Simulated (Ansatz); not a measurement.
Reference: Lu (P6_3/mmc), PBEsol, DFPT electron-phonon coupling, linearised Boltzmann equation (plane waves, PAW, scalar-relativistic; Ansatz, a first-principles code); axes and stresses refer to this cell.

```
CELL_PARAMETERS angstrom
      3.44232     0.00000     0.00000
     -1.72116     2.98114     0.00000
      0.00000     0.00000     5.34310
ATOMIC_POSITIONS crystal
  Lu 0.33333 0.66667 0.25000
  Lu 0.66667 0.33333 0.75000
```

- logarithmic mean phonon energy: 9.0 meV
- mean free path at 300 K: 2.8 nm
- electron-phonon coupling λ: 0.57

**Question.** Change: functional PBE, cell relaxed with it. What happens to logarithmic mean phonon energy, mean free path at 300 K, electron-phonon coupling λ?

**Answer.** logarithmic mean phonon energy decreases to 8.7 meV; mean free path at 300 K moves little, to 2.7 nm; electron-phonon coupling λ shrinks to 0.52.

Metals; harmonic phonons alone scatter; means over directions. The mean free path is weighted by the current that each state carries. Halving the electron mesh moves these values by up to 5 %; q meshes are mostly untested. Some of the runs warned that the eigensolver left states short of its tolerance. Spin-orbit coupling is left out unless a row names it.
